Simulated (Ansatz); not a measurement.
Base system: Ge2Sb2Te5 (space group P-3m1, No. 164; a = 4.267 Å, c = 17.621 Å).

Computed with r2SCAN (Ansatz, a first-principles code), spin-orbit coupling left out, earlier PAW set.

One change was made to it. Results:

| quantity | base | after |
|---|---|---|
| c/a ratio | 4.129 | 4.001 |
| band gap | 0.52 eV | zero |
| lattice parameter a | 8.064 bohr | 7.869 bohr |

Name the change that was made.
(A) pressure 0.9 GPa
(B) pressure 15 GPa
(C) pressure 22.5 GPa
(D) pressure 4.5 GPa

D, pressure 4.5 GPa. For comparison, the lattice parameter a in the other runs: pressure 22.5 GPa gives 7.264 bohr; pressure 15 GPa gives 7.498 bohr; pressure 0.9 GPa gives 8.020 bohr.

A case with no gap was solved on a k-mesh chosen for an insulator, which is coarse for it. With Sb and Te present, leaving out spin-orbit coupling can change the band edges. Load acts through the strain it causes; cell and atoms are relaxed under it. Stability against distortions was not tested. No other phases were tried under pressure. The final runs are not spin-polarised. A zero or small gap of Ge2Sb2Te5 under pressure 4.5 GPa, Ge2Sb2Te5 under pressure 22.5 GPa and Ge2Sb2Te5 under pressure 15 GPa can be the functional's error rather than a property of the material.
